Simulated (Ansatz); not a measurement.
Base system: TlBr in the CsCl type structure (space group Pm-3m, No. 221; a = 3.840 Å).

Computed with Ansatz (an electronic-structure program) LDA, spin-orbit coupling left out.

Base values:

- Width of the top valence band: 2.49 eV
- Pressure: -0.01 GPa
- Valley order: X along ⟨100⟩ 1.37 eV; R along ⟨111⟩ 1.49 eV

One thing is altered: an isotropic linear strain of −1.00 %, atoms relaxed at fixed cell.

Question: How does this affect the width of the top valence band, pressure, valley order and mean gap deformation potential ΔEg/Δln V?

Answer: The width of the top valence band rises by 0.153 eV (2.49 eV → 2.65 eV); the pressure increases by 1.092 GPa (-0.01 GPa → 1.09 GPa); the valley order (the lowest conduction-band minima on the path, energy above the VBM, named in the base's zone) becomes X along ⟨100⟩ 1.27 eV; R along ⟨111⟩ 1.33 eV (base: X along ⟨100⟩ 1.37 eV; R along ⟨111⟩ 1.49 eV); the mean gap deformation potential ΔEg/Δln V is +3.1 eV.

Spin-orbit coupling, missing from the scalar runs, can matter with Tl. Stability against distortions was not tested.
